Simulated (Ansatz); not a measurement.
The reference is BN in the wurtzite structure (space group P6_3mc, No. 186).

```xyz
4
Lattice="2.5232 0.0000 0.0000 -1.2616 2.1852 0.0000 0.0000 0.0000 4.1751" Properties=species:S:1:pos:R:3 pbc="T T T"
B      0.0000     1.4568     0.0013
B      1.2616     0.7284     2.0888
N      0.0000     1.4568     1.5644
N      1.2616     0.7284     3.6520
```

Cartesian axes are those of the cell as printed.

The values are results of Ansatz (a program for electronic structure) LDA, no SOC, not measurements.

For the base:

The shortest interatomic distance is 2.926 bohr.

One thing is altered: uniaxial strain ε_xx = −1.20 %, all other strain components held at zero, atoms relaxed at fixed cell.

Problem. Predict the new shortest interatomic distance.

Solution. The shortest interatomic distance drops by 0.0204 bohr (2.926 bohr → 2.905 bohr).

Problem. Estimate the effect on the energy relative to the base.

Solution. The energy grows by 2.6 meV/atom.

Stability against distortions was not tested.
